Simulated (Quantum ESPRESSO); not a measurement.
The steps of a band-structure calculation for TmZn (Pm-3m, 2 atoms in the cell) with Quantum ESPRESSO.

Method: PBEsol, SSSP 1.1.2 efficiency (PBE) pseudopotentials (plane waves; Quantum ESPRESSO).

Step 1 (scf):

```fortran
&CONTROL
 calculation = 'scf'
 prefix = 'scf'
 outdir = './tmp/'
 pseudo_dir = './'
 tprnfor = .true.
 tstress = .true.
/
&SYSTEM
 ibrav = 1
 A = 3.5140000000
 nat = 2
 ntyp = 2
 ecutwfc = 50
 ecutrho = 400
 occupations = 'smearing'
 smearing = 'fd'
 degauss = 0.0073499
 nspin = 2
 starting_magnetization(2) = 0.087
 input_dft = 'pbesol'
/
&ELECTRONS
 conv_thr = 1.0d-10
 mixing_beta = 0.4
/
ATOMIC_SPECIES
Zn    65.3800  Zn_pbe_v1.uspp.F.UPF
Tm   168.9342  Tm.GGA-PBE-paw-v1.0.UPF
ATOMIC_POSITIONS {crystal}
Zn    0.5000000000    0.5000000000    0.5000000000
Tm    0.0000000000    0.0000000000    0.0000000000
K_POINTS {automatic}
5 5 5  0 0 0
```

Step 2 (bands):

```fortran
&CONTROL
 calculation = 'bands'
 prefix = 'scf'
 outdir = './tmp/'
 pseudo_dir = './'
 verbosity = 'high'
/
&SYSTEM
 ibrav = 1
 A = 3.5140000000
 nat = 2
 ntyp = 2
 ecutwfc = 50
 ecutrho = 400
 occupations = 'smearing'
 smearing = 'fd'
 degauss = 0.0073499
 nbnd = 29
 nspin = 2
 starting_magnetization(2) = 0.087
 input_dft = 'pbesol'
/
&ELECTRONS
 conv_thr = 1.0d-10
 startingwfc = 'random'
 diago_thr_init = 1.0d-6
 diagonalization = 'cg'
/
ATOMIC_SPECIES
Zn    65.3800  Zn_pbe_v1.uspp.F.UPF
Tm   168.9342  Tm.GGA-PBE-paw-v1.0.UPF
ATOMIC_POSITIONS {crystal}
Zn    0.5000000000    0.5000000000    0.5000000000
Tm    0.0000000000    0.0000000000    0.0000000000
K_POINTS {crystal_b}
8
  0.00000000   0.00000000   0.00000000   9  ! G
  0.00000000   0.50000000   0.00000000   9  ! X
  0.50000000   0.50000000   0.00000000  13  ! M
  0.00000000   0.00000000   0.00000000  15  ! G
  0.50000000   0.50000000   0.50000000  13  ! R
  0.00000000   0.50000000   0.00000000   1  ! X
  0.50000000   0.50000000   0.00000000   9  ! M
  0.50000000   0.50000000   0.50000000   1  ! R
```

Step 3 (bands.x):

```fortran
&BANDS
 prefix = 'scf'
 outdir = './tmp/'
 filband = 'bands.dat'
 lsym = .false.
/
```

Output of bands (abridged):

```
     Atomic positions and unit cell read from directory:
     ./tmp/scf.save/
     G-vector sticks info
     --------------------
     sticks:   dense  smooth     PW     G-vecs:    dense   smooth      PW
     Sum        1405     697    221                39607    13949    2469

     bravais-lattice index     =            1
     lattice parameter (alat)  =       6.6405  a.u.
     unit-cell volume          =     292.8208 (a.u.)^3
   [... lines left out ...]
     atomic species   magnetization
     number of k points=    70  Fermi-Dirac smearing, width (Ry)=  0.0073
   [... lines left out ...]
     6.3999   6.7105   6.7105   6.9356   6.9356   6.9356  12.4867  12.4868
    12.4868  12.8073  12.8073  12.8073  12.8583  14.5754  14.5754  19.0409
    19.0409  19.0409  19.7543  19.7543  19.7544

          k = 0.0000 0.0556 0.0000 (  1767 PWs)   bands (ev):

  -112.1793 -66.3328 -66.3328 -66.3314 -36.6789  -9.7243  -9.7123  -9.7123
     6.4498   6.7124   6.7170   6.9343   6.9343   6.9360  12.4856  12.4877
    12.4878  12.8030  12.8090  12.8090  12.8581  14.5497  14.5901  18.6998
    18.6998  18.8673  19.7596  20.1172  20.1172

   [... 68 blocks of this kind left out ...]

 ------ SPIN DOWN ----------

          k = 0.0000 0.0000 0.0000 (  1743 PWs)   bands (ev):

  -112.1845 -66.3367 -66.3366 -66.3363 -36.1261  -9.3280  -9.3280  -9.3280
     6.3916   6.7027   6.7027   6.9298   6.9298   6.9298  13.5487  13.6000
    13.6000  13.6000  13.8398  13.8398  13.8398  14.6132  14.6132  19.0678
    19.0678  19.0682  19.8889  19.8893  19.8893

          k = 0.0000 0.0556 0.0000 (  1767 PWs)   bands (ev):

  -112.1849 -66.3371 -66.3371 -66.3369 -36.1256  -9.3396  -9.3271  -9.3270
     6.4419   6.7046   6.7093   6.9286   6.9287   6.9301  13.5485  13.5944
    13.6020  13.6020  13.8373  13.8410  13.8410  14.5867  14.6290  18.7517
    18.7517  18.8985  19.8947  20.2261  20.2262

   [... 68 blocks of this kind left out ...]
```

Output of bands.x (abridged):

```
     Reading xml data from directory:

     ./tmp/scf.save/

     G-vector sticks info
     --------------------
     sticks:   dense  smooth     PW     G-vecs:    dense   smooth      PW
     Sum        1405     697    221                39607    13949    2469

     Reading collected, re-writing distributed wavefunctions
     high-symmetry point:  0.0000 0.0000 0.0000   x coordinate   0.0000
     high-symmetry point:  0.0000 0.5000 0.0000   x coordinate   0.5000
     high-symmetry point:  0.5000 0.5000 0.0000   x coordinate   1.0000
     high-symmetry point:  0.0000 0.0000 0.0000   x coordinate   1.7071
     high-symmetry point:  0.5000 0.5000 0.5000   x coordinate   2.5731
     high-symmetry point:  0.0000 0.5000 0.0000   x coordinate   3.2802
     high-symmetry point:  0.5000 0.5000 0.0000   x coordinate   3.2802
     high-symmetry point:  0.5000 0.5000 0.5000   x coordinate   3.7802

     Plottable bands (eV) written to file bands.dat.gnu
     Bands written to file bands.dat

   JOB DONE.
```

The starting cell comes from a database of published, mostly measured structures (it also holds non-ambient and calculated ones), without a prior relaxation at this level. With one magnetic atom in the cell only a parallel order is possible. With U or open f shells several self-consistent states can exist. The f electrons are in the valence without U or exact exchange, which can misplace them near the Fermi level. Spin-orbit terms, which matter for f shells, are left out.
